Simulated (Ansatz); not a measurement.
## NH3 on the 1x1 (0001) surface of hcp Co, ferromagnetic, one in a 2x2 cell, started at the site 'top Co'

Level of theory: PBE (plane waves to 420 eV, PAW; Ansatz, a first-principles code).

Slab: 20 atoms, 6.0 Å thick at the start under the adsorbate (thin: gaps and levels are the slab's own); k 7x7x1, smearing 0.1 eV, dipole-corrected; 8 atoms held, the rest relaxed; held to the start's symmetry, so lower structures may exist; spin-polarised, no spin-orbit, no U, no dispersion correction. At the end it is bonded to Co. In PBE it is, or lies within 0.03 eV of, the lowest of the starts that converged.

| Item | Result |
|---|---|
| adsorption energy against NH3(g) | -0.42 eV |
| work function of the top face | 2.43 eV |
| change of the work function | -2.54 eV |
| change of the step from the bottom to the top vacuum level, against the clean slab | -2.53 eV |
| energy released by relaxation | 0.18 eV |
| height of the binding atom over the mean of the host atoms within 0.3 Å of the top one | 2.245 Å |
| magnetic moment of the cell | 26.59 μB |
| nearest host atoms of the binding atom | Co at 2.13 Å, Co at 3.38 Å, Co at 3.38 Å |
| largest move of a host atom | 0.12 Å |
| cost | roughly 26 core-minutes |

A negative adsorption energy means that the adsorbate is more stable on the surface than in its reference.
